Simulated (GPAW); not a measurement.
GPAW run on Sc (P6_3/mmc, 4 atoms in the cell): self-consistent single point.

Computed with LDA (Perdew-Wang 92), GPAW PAW datasets LDA (gpaw-data 1.0.1) (plane waves; GPAW 25.7.0).

```
Sc
1.0
    3.21901     0.00000     0.00000
   -1.60950     2.78774     0.00000
    0.00000     0.00000    10.35717
Sc
4
Direct
  0.00000   0.00000   0.00000
  0.00000   0.00000   0.50000
  0.33333   0.66667   0.25000
  0.66667   0.33333   0.75000
```

Reference input (self-consistent single point, DFT PBE, plane waves, GPAW PAW datasets PBE (gpaw-data 1.0.1)): mode = pw; ecut = 850 eV; xc = PBE; kpts = 8 8 3; mesh shift (steps) = 0 0 0; occupations.name = fermi-dirac; occupations.width = 0.05 eV; nbands = -12; convergence.density = 1e-05 e/electron; symmetry.symmorphic = false; symmetry.tolerance = 0.0005; maxiter = 100. This run's input differs from it in these lines:

```diff
@@ -15,3 +15,3 @@
 calc = GPAW(mode=PW(850),
-            xc='PBE',
+            xc='LDA',
             kpts={'size': (8, 8, 3), 'gamma': True},
```

Its files differ too (potentials: GPAW PAW datasets LDA (gpaw-data 1.0.1)).

The program printed (abridged):

```
     iter     time        total  log10-change:
                         energy   eigst   dens
iter:   1 --:--:--   -20.770272
iter:   2 --:--:--   -20.817986   +0.14  -1.56
iter:   3 --:--:--   -20.669990   -0.10  -1.59
iter:   4 --:--:--   -20.738271   -0.51  -1.90
iter:   5 --:--:--   -20.797559   -0.83  -2.23
iter:   6 --:--:--   -20.765696   -1.23  -2.06
iter:   7 --:--:--   -20.733266   -1.48  -2.21
iter:   8 --:--:--   -20.734904   -1.72  -2.43
iter:   9 --:--:--   -20.727585c  -1.93  -2.43
iter:  10 --:--:--   -20.724739c  -1.75  -2.59
iter:  11 --:--:--   -20.725533c  -2.06  -3.17
iter:  12 --:--:--   -20.727628c  -2.70  -3.05
   [... lines left out ...]
iter:  35 --:--:--   -20.724422c  -5.77  -4.81
iter:  36 --:--:--   -20.724422c  -5.82  -4.86
iter:  37 --:--:--   -20.724422c  -5.90  -5.02c
iter:  38 --:--:--   -20.724422c  -5.95  -5.36c
iter:  39 --:--:--   -20.724422c  -6.04  -5.51c
iter:  40 --:--:--   -20.724422c  -6.12  -5.67c
iter:  41 --:--:--   -20.724422c  -6.20  -5.70c
   [... 13 lines left out ...]
iter:  55 --:--:--   -20.724422c  -7.16  -6.89c
iter:  56 --:--:--   -20.724422c  -7.24  -7.09c
iter:  57 --:--:--   -20.724422c  -7.31  -7.14c
iter:  58 --:--:--   -20.724422c  -7.39  -7.21c
iter:  59 --:--:--   -20.724422c  -7.46c -7.25c
Converged after 59 iterations.

Dipole moment: (-0.000000, 0.000000, -0.000000) |e|*Ang

Energy contributions relative to reference atoms: (reference = -82966.512849)

Kinetic:         -1.930042
Potential:       +4.327924
External:        +0.000000
XC:             -23.789062
Entropy (-ST):   -0.059557
Local:           +0.696537
SIC:             +0.000000
--------------------------
Free energy:    -20.754201
Extrapolated:   -20.724422

Showing only first 2 kpts
 Kpt  Band  Eigenvalues  Occupancy
  0    20      6.44280    0.00003
  0    21      6.68490    0.00000
  0    22      6.74092    0.00000
  0    23      7.37601    0.00000

  1    20      6.37296    0.00013
  1    21      6.42020    0.00005
  1    22      7.11424    0.00000
  1    23      7.43167    0.00000

Fermi level: 5.89108

No gap
No difference between direct/indirect transitions
Energy (eV): -20.724422

Forces in eV/Ang:
  0 Sc    0.00000    0.00000    0.00000
  1 Sc    0.00000    0.00000    0.00000
  2 Sc    0.00000   -0.00000   -0.00000
  3 Sc   -0.00000    0.00000    0.00000

Stress tensor:
     0.011737    -0.000000     0.000000
    -0.000000     0.011737     0.000000
     0.000000     0.000000     0.014200
Stress (GPa, Voigt): [ 1.8805  1.8805  2.2751  0.      0.     -0.    ]
```

The run converged in 59 iterations. GPAW prints stress with tension positive. Against the reference run the pressure goes from 3.26 to -2.01 GPa.

The starting cell was generated: these elements placed on a structure prototype, without a prior relaxation; it need not be a known phase or ordering of this composition. Its lattice was rescaled by a random factor within 2.5 % of one.

Cost on one core of a shared machine: roughly 8 min.
